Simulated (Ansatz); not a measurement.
Defect: interstitial Cu in alpha quartz, charge state +1. The step: Cu moves alone to another site; the atom moves 1.86 Å along (0.05, 0.09, 0.33) of the unit cell; the moving atom starts with neighbours 2 O at 1.91 Å and ends with 2 O at 1.91 Å. DFT values are from Ansatz (plane-wave PAW, 420 eV unless said) in a cell of 243 host sites, spin-restricted, static, with no finite-size correction. The charge state is imposed; whether it is stable for some Fermi level was not computed. Sites that were not tried may lie lower. For the PBE band: the saddle point's order was not checked.

```tsv
Level	Forward barrier (eV)	Cost of the band or of the saddle's single point
PBE, the Γ point alone, band relaxed	0.09	around 3 core-hours (rough)
PBE, a 2×2×2 k-point mesh shifted by half a step along c, same geometries	0.09	very roughly 25 core-minutes
r2SCAN at 500 eV, the Γ point alone, same geometries	0.06	about 6 core-minutes (a rough figure)
HSE06, Γ point alone, same geometries	…	very roughly 60 core-minutes
```

**Question.** Complete the blanks.

**Answer.** 
- HSE06, Γ point alone, same geometries, Forward barrier (eV): 0.01

Ansatz is an electronic-structure program.
